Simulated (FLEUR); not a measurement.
Band structure of Ni3Si (Pm-3m, 4 atoms in the cell).

```
Ni3Si
1.0
    3.51807     0.00000     0.00000
    0.00000     3.51807     0.00000
    0.00000     0.00000     3.51807
Si Ni
1 3
Cartesian
  0.00000   0.00000   0.00000
  0.00000   1.75904   1.75904
  1.75904   0.00000   1.75904
  1.75904   1.75904   0.00000
```

Method of the run: FLEUR with PBE, all-electron FLAPW (FLEUR), scalar-relativistic valence.

Settings: Kmax = 4.7 1/bohr; GmaxXC = 16.4 1/bohr; xcFunctional = pbe; jspins = 1; l_soc = F; mode = hist; fermiSmearingEnergy = 0.00183747 Htr; mesh (inpgen div1-3) = 9 9 9; inpgen gamma flag = false; Gmax = 16.4 1/bohr; numbands = 0; maxIterBroyd = 15; imix = Anderson; alpha = 0.05.

The starting cell has typed, rounded lattice constants, without a prior relaxation at this level. Its lattice was rescaled by a random factor within 2.5 % of one. Spin polarisation is off. Values depend on the basis (sphere radii, cutoffs, local orbitals), which need not be converged.

Levels in eV from the Fermi level, bands 23 to 30:
```csv
point,23,24,25,26,27,28,29,30
Γ,-0.63,-0.63,-0.30,0.02,0.02,0.02,4.72,6.30
X,-1.29,-1.14,-0.56,0.02,3.55,3.55,5.06,5.20
M,-1.43,-1.10,-1.01,-0.95,0.63,0.63,5.55,6.25
R,-1.23,-1.23,-0.46,-0.21,-0.21,-0.21,1.16,3.96
```
